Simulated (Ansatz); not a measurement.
The reference is Rh in the fcc (Cu type) structure (space group Fm-3m, No. 225; relaxed with 0.1 eV smearing).

```yaml
crystal:
  lattice:
    - [0.00000, 1.90077, 1.90077]
    - [1.90077, 0.00000, 1.90077]
    - [1.90077, 1.90077, 0.00000]
  atoms:
    - { symbol: Rh, position: [0.00000, 0.00000, 0.00000] }
```

Cartesian axes are those of the cell as printed.

Level of theory: r2SCAN (Ansatz, an electronic-structure program, PAW, no SOC).

The change: biaxial strain +2.50 %, plane normal [111], relaxed out of plane (Cartesian); in-plane vectors clamped, the third vector and the atoms free.

Question: Estimate the effect on the in-plane stress.

Answer: The mean in-plane stress (compression positive) comes out as -12.9 GPa.

Question: Estimate the effect on the energy relative to the base.

Answer: The energy rises by 29 meV/atom.

Question: What happens to the ratio −ε⊥/ε∥?

Answer: The ratio −ε⊥/ε∥ amounts to 0.54.

Whether these cells are dynamically stable was not tested. The final runs are not spin-polarised. Rh lies near a magnetic instability that expansion can trigger; it was not tested.
